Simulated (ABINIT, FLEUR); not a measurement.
An ABINIT input for a self-consistent single point of SrMg₂ (Fd-3m, 6 atoms in the cell) (DFT, PBEsol, plane waves, norm-conserving pseudopotentials (PseudoDojo nc-sr-04 PBEsol standard)):

```
# SrMg2, PseudoDojo nc-sr-04 PBEsol standard
pp_dirpath "./"
pseudos "Sr.upf, Mg.upf"
acell 3*1.0
rprim
         0.0000000000    8.4165755974    8.4165755974
         8.4165755974    0.0000000000    8.4165755974
         8.4165755974    8.4165755974    0.0000000000
natom 6
ntypat 2
znucl 38 12
typat 1 1 2 2 2 2
xred
         0.5000000000    0.5000000000    0.5000000000
         0.7500000000    0.7500000000    0.7500000000
         0.1250000000    0.1250000000    0.6250000000
         0.1250000000    0.6250000000    0.1250000000
         0.1250000000    0.1250000000    0.1250000000
         0.6250000000    0.1250000000    0.1250000000
ecut 1143 eV
occopt 7
tsmear 0.05 eV
nband 39
kptopt 1
ngkpt 4 4 4
nshiftk 1
shiftk 0 0 0
nstep 50
tolvrs 1.0e-12
prtwf 0
prtden 0
enunit 1
```

Problem. Write the same calculation as an input for FLEUR.

Solution. This is the input that was run; spellings and numerical settings could be chosen otherwise.

Input of the input generator:

```
SrMg2
&input film=f /
0.0000000000 0.7071067812 0.7071067812
0.7071067812 0.0000000000 0.7071067812
0.7071067812 0.7071067812 0.0000000000
11.9028353586
1.0 1.0 1.0

6
38 0.5000000000 0.5000000000 0.5000000000
38 0.7500000000 0.7500000000 0.7500000000
12 0.1250000000 0.1250000000 0.6250000000
12 0.1250000000 0.6250000000 0.1250000000
12 0.1250000000 0.1250000000 0.1250000000
12 0.6250000000 0.1250000000 0.1250000000

&comp jspins=1 /
&exco xctyp='PBEs' /
&kpt div1=4 div2=4 div3=4 gamma=t /
&end /
```

```xml
<?xml version="1.0" encoding="UTF-8" standalone="no"?>
<fleurInput fleurInputVersion="0.39">
   <comment>
      SrMg2                                                                                               
   </comment>
   <calculationSetup>
      <cutoffs Kmax="3.8" Gmax="11.4" GmaxXC="11.4" numbands="0"/>
      <scfLoop itmax="100" minDistance="0.00001" maxIterBroyd="99" imix="Anderson" alpha="0.05" precondParam="0.0" spinf="2.0"/>
      <coreElectrons ctail="T" frcor="F" kcrel="0" coretail_lmax="0"/>
      <xcFunctional name="PBEs" relativisticCorrections="F"/>
      <magnetism jspins="1"/>
      <soc l_soc="F" theta="0.0" phi="0.0" spav="F"/>
      <expertModes spex="0" secvar="F"/>
      <geometryOptimization l_f="T" forcealpha="1.0" forcemix="BFGS" epsdisp="0.00001" epsforce="0.00001"/>
      <ldaU l_linMix="F" mixParam="0.05" spinf="1.0"/>
   </calculationSetup>
   <cell>
      <bzIntegration valenceElectrons="60.0" mode="gauss" fermiSmearingEnergy="0.00183747">
         <kPointListSelection listName="default-1"/>
         <!-- k-points included here -->
         <xi:include xmlns:xi="http://www.w3.org/2001/XInclude" href="kpts.xml"> </xi:include>
      </bzIntegration>
      <!-- symmetry operations included here -->
      <xi:include xmlns:xi="http://www.w3.org/2001/XInclude" href="sym.xml"> </xi:include>
      <bulkLattice scale="1.0">
         <bravaisMatrix>
            <row-1>    0.0000000000000000     8.4165755975731944     8.4165755975731944</row-1>
            <row-2>    8.4165755975731944     0.0000000000000000     8.4165755975731944</row-2>
            <row-3>    8.4165755975731944     8.4165755975731944     0.0000000000000000</row-3>
         </bravaisMatrix>
      </bulkLattice>
   </cell>
   <atomSpecies>
      <species name="Strontium (Sr)" element="Sr" atomicNumber="38">
         <mtSphere radius="2.63" gridPoints="925" logIncrement="0.014"/>
         <atomicCutoffs lmax="10" lnonsphr="8"/>
         <electronConfig flipSpins="F">
            <coreConfig>(1s1/2) (2s1/2) (2p1/2) (2p3/2) (3s1/2) (3p1/2) (3p3/2) (3d3/2) (3d5/2)</coreConfig>
            <valenceConfig>(4s1/2) (4p1/2) (4p3/2) (5s1/2)</valenceConfig>
         </electronConfig>
         <energyParameters s="5" p="5" d="4" f="4"/>
         <lo type="SCLO" l="0" n="4" eDeriv="0"/>
         <lo type="SCLO" l="1" n="4" eDeriv="0"/>
      </species>
      <species name="Magnesium (Mg)" element="Mg" atomicNumber="12">
         <mtSphere radius="2.63" gridPoints="925" logIncrement="0.013"/>
         <atomicCutoffs lmax="10" lnonsphr="8"/>
         <electronConfig flipSpins="F">
            <coreConfig>(1s1/2)</coreConfig>
            <valenceConfig>(2s1/2) (2p1/2) (2p3/2) (3s1/2)</valenceConfig>
         </electronConfig>
         <energyParameters s="3" p="3" d="3" f="4"/>
         <lo type="SCLO" l="0" n="2" eDeriv="0"/>
         <lo type="SCLO" l="1" n="2" eDeriv="0"/>
      </species>
   </atomSpecies>
   <atomGroups>
      <atomGroup species="Strontium (Sr)">
         <relPos label="                   1">3.000/8.000 3.000/8.000 3.000/8.000</relPos>
         <relPos label="                   2">-3.000/8.000 -3.000/8.000 -3.000/8.000</relPos>
         <force calculate="T" relaxXYZ="TTT"/>
      </atomGroup>
      <atomGroup species="Magnesium (Mg)">
         <relPos label="                   3">.0000000000 .0000000000 1.000/2.000</relPos>
         <relPos label="                   4">.0000000000 1.000/2.000 .0000000000</relPos>
         <relPos label="                   5">.0000000000 .0000000000 .0000000000</relPos>
         <relPos label="                   6">1.000/2.000 .0000000000 .0000000000</relPos>
         <force calculate="T" relaxXYZ="TTT"/>
      </atomGroup>
   </atomGroups>
   <output dos="F" band="F" slice="F">
      <checks vchk="F" cdinf="F"/>
      <bandDOS minEnergy="-.5*Htr" maxEnergy="0.5*Htr" sigma="0.015" storeEVData="T"/>
      <vacuumDOS vacdos="F" integ="F" star="F" nstars="0" locx1="0.0" locy1="0.0" locx2="0.0" locy2="0.0" nstm="0" tworkf="0.0"/>
      <unfoldingBand unfoldBand="F" supercellX="1" supercellY="1" supercellZ="1"/>
      <plotting iplot="0" polar="F">
         <plot TwoD="T" vec1="  1.0  0.0  0.0" vec2="  0.0  1.0  0.0" vec3="  0.0  0.0  1.0" zero="  0.0  0.0  0.0" file="plot"/>
      </plotting>
      <chargeDensitySlicing numkpt="0" minEigenval="0.0" maxEigenval="0.0" nnne="0" pallst="F"/>
      <specialOutput eonly="F"/>
      <magneticCircularDichroism mcd="F" energyLo="-10.0" energyUp="0.0"/>
   </output>
  <!-- We include the file relax.xml here to enable relaxations (see documentation) -->
  <xi:include xmlns:xi="http://www.w3.org/2001/XInclude" href="relax.xml"> <xi:fallback/> </xi:include>
</fleurInput>
```

Basis settings and potentials, where a program has them, do not carry over. This input uses DFT, PBEsol, all-electron FLAPW (FLEUR), scalar-relativistic valence.

The starting cell comes from a database of computed structures (which also holds hypothetical and non-ambient phases and stackings), without a prior relaxation at this level. For this run, on top of that: lattice scaled by 0.98.
